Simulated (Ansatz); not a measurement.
TiO, treated with LDA in Ansatz (plane waves, PAW).

Run with plane-wave cutoff 520 eV, 12×12×8 k mesh (along the axes of the cell as run), Fermi–Dirac smearing 0.03 eV, no spin polarisation, scalar-relativistic PAW data made under PBE.

Starting structure:

```
CELL_PARAMETERS angstrom
      4.67000     2.07100     0.00000
     -4.67000     2.07100     0.00000
     -1.76356     0.00000     5.58309
ATOMIC_POSITIONS crystal
  Ti 0.00000 0.00000 0.50000
  Ti 0.33600 0.66400 0.16400
  Ti 0.66400 0.33600 0.83600
  Ti 0.34000 0.66000 0.66660
  Ti 0.66000 0.34000 0.33340
  O  0.18100 0.81900 0.32400
  O  0.81900 0.18100 0.67600
  O  0.16500 0.83500 0.81900
  O  0.83500 0.16500 0.18100
  O  0.50000 0.50000 0.00000
```

Task: Into what structure does the relaxation of cell and atoms lead at this level, with the symmetry of the start kept?

Result: The volume falls by 6.1 %; final space group C2/m.
```
CELL_PARAMETERS angstrom
      4.56224     2.04247     0.00818
     -4.56224     2.04247    -0.00818
     -1.71308     0.00000     5.44038
ATOMIC_POSITIONS crystal
  Ti 0.00000 0.00000 0.50000
  Ti 0.33378 0.66622 0.16756
  Ti 0.66622 0.33378 0.83244
  Ti 0.34673 0.65327 0.67691
  Ti 0.65327 0.34673 0.32309
  O  0.16874 0.83126 0.34155
  O  0.83126 0.16874 0.65845
  O  0.16809 0.83191 0.83135
  O  0.83191 0.16809 0.16865
  O  0.50000 0.50000 0.00000
```

Note: the volume lies 6 % below that of the published cell.

Ansatz is a quantum-chemistry and plane-wave program.
